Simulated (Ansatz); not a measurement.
Base system: ZrSe₂ in the CdI2 type structure (space group P-3m1, No. 164; layered, stacked along the Cartesian z axis; relaxed with 0.1 eV smearing).

```
CELL_PARAMETERS angstrom
      3.65997     0.00000     0.00000
     -1.82999     3.16963     0.00000
      0.00000     0.00000     5.84091
ATOMIC_POSITIONS crystal
  Zr 0.00000 0.00000 0.00000
  Se 0.33333 0.66667 0.27538
  Se 0.66667 0.33333 0.72462
```

Cartesian axes are those of the cell as printed.

All numbers come from plane-wave PAW DFT at the PBEsol-D3(BJ) level (Ansatz, an electronic-structure program, 420 eV), no SOC, earlier PAW set.

Base values:

| Quantity | Result |
|---|---|
| Shortest interatomic distance | 2.656 Å |
| Band gap | zero |

The change: the cell is compressed by 0.77 % along x with no lateral relaxation; the atoms relax in the strained cell.

Task: Estimate the effect on the shortest interatomic distance, stress, energy relative to the base and band gap.

Result: The shortest interatomic distance drops by 0.0045 Å, from 2.656 Å to 2.651 Å; the stress (xx, yy, zz, yz, xz, xy; compression positive) comes out as (0.9, 0.2, 0.1, -0.1, 0.0, 0.0) GPa; the energy grows by 0.5 meV/atom; the band gap remains zero.

Whether these cells are dynamically stable was not tested. The final runs are not spin-polarised. A zero or small gap of ZrSe2 can be the functional's error rather than a property of the material.
